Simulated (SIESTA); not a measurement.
SIESTA run on CaCd₂Au₄ (I4/mmm, 7 atoms in the cell): self-consistent single point.

Method: GGA PBEsol, numerical atomic orbitals TZP, PseudoDojo PBEsol standard norm-conserving potentials (rewritten from UPF to PSML) run with SIESTA.

```xyz
7
Lattice="-3.5559 3.5559 2.7529 3.5559 -3.5559 2.7529 3.5559 3.5559 -2.7529" Properties=species:S:1:pos:R:3 pbc="T T T"
Ca     0.0000     0.0000     0.0000
Cd     3.5559     0.0000     1.3765
Cd     0.0000     3.5559     1.3765
Au     2.1595     2.1595     0.0000
Au     1.3964     1.3964     2.7529
Au     1.3964    -1.3964     2.7529
Au    -1.3964     1.3964     2.7529
```

Reference input (self-consistent single point, DFT, LDA PW92, numerical atomic orbitals TZP, PseudoDojo LDA standard norm-conserving potentials (rewritten from UPF to PSML)): XC.functional = LDA; XC.authors = PW92; potentials = PseudoDojo LDA standard; PAO.BasisSize = TZP; PAO.EnergyShift = 0.005 Ry; MeshCutoff = 400 Ry; kgrid.MonkhorstPack = 5 5 5; OccupationFunction = MP; OccupationMPOrder = 0; ElectronicTemperature = 0.1 eV; MaxSCFIterations = 150; SCF.Mixer.Method = Pulay. This run's input differs from it in these lines:

```diff
@@ -1,2 +1,2 @@
-# files in the folder: Ca.psml Cd.psml Au.psml (PseudoDojo LDA standard)
+# files in the folder: Ca.psml Cd.psml Au.psml (PseudoDojo PBEsol standard)
 SystemName  Ca(CdAu2)2
@@ -28,4 +28,4 @@
 
-XC.functional                LDA
-XC.authors                   PW92
+XC.functional                GGA
+XC.authors                   PBEsol
 PAO.BasisSize                TZP
```

Log, with long lists cut:

```
        iscf     Eharris(eV)        E_KS(eV)     FreeEng(eV)     dDmax    Ef(eV) dHmax(eV)
   scf:    1   -26549.251887   -26610.748462   -26610.758841  2.664848 -1.680396 13.878527
   scf:    2   -26639.555495   -26628.867624   -26628.881047  1.001033 -2.432128  4.357756
   scf:    3   -26631.320945   -26630.382098   -26630.392400  0.255178 -2.696322  1.208516
   scf:    4   -26630.514340   -26630.469734   -26630.479002  0.055259 -2.770533  0.623139
   scf:    5   -26630.476503   -26630.474184   -26630.483659  0.024998 -2.784496  0.082467
   scf:    6   -26630.473740   -26630.474334   -26630.483828  0.005547 -2.790063  0.072777
   scf:    7   -26630.474671   -26630.474563   -26630.484007  0.003540 -2.794684  0.021375
   scf:    8   -26630.474576   -26630.474581   -26630.484051  0.001316 -2.793607  0.002498
   scf:    9   -26630.474567   -26630.474574   -26630.484052  0.000367 -2.793841  0.000418
   scf:   10   -26630.474574   -26630.474574   -26630.484052  0.000016 -2.793865  0.000049
SCF Convergence by DM+H criterion
max |DM_out - DM_in|         :     0.0000158313
max |H_out - H_in|      (eV) :     0.0000494581
SCF cycle converged after 10 iterations

Using DM_out to compute the final energy and forces

siesta: E_KS(eV) =           -26630.4746

siesta: E_KS - E_eggbox =    -26630.4746

siesta: Atomic forces (eV/Ang):
     1    0.000000    0.000000    0.000000
     2    0.000222   -0.000222    0.000000
     3   -0.000222    0.000222    0.000000
     4    0.051166    0.051166    0.000090
     5   -0.051166   -0.051166   -0.000090
     6   -0.050574    0.050574   -0.000000
     7    0.050574   -0.050574   -0.000000
   Tot   -0.000000   -0.000000    0.000000
   Max    0.051166
   Res    0.031398    sqrt( Sum f_i^2 / 3N )
   Max    0.051166    constrained

   [... lines left out ...]
siesta: FreeEng =    -26630.484052
siesta: Cell volume =        139.236932 Ang**3
siesta:          -0.55625020          0.22262919  kBar
   [... lines left out ...]

              0.022

mulliken: Qtot =      126.000

Mulliken Atomic Populations:
Atom #   charge [q] valence [e]  Species
     1     0.613967    9.386033  Ca
     2     0.223126   19.776874  Cd
     3     0.223126   19.776874  Cd
     4    -0.265041   19.265041  Au
     5    -0.265041   19.265041  Au
     6    -0.265068   19.265068  Au
     7    -0.265068   19.265068  Au
 Total    -0.000000
```

The run converged in 10 iterations. Against the reference run the pressure goes from -3.85 to -0.06 GPa and the largest force goes from 0.087 to 0.072 eV/Å.

The starting cell comes from a database of computed structures (which also holds hypothetical and non-ambient phases and stackings), without a prior relaxation at this level. Its lattice was rescaled by a random factor within 2.5 % of one. Values carry the incompleteness of an atom-centred basis.

Cost on one core of a shared machine: roughly 50 s.
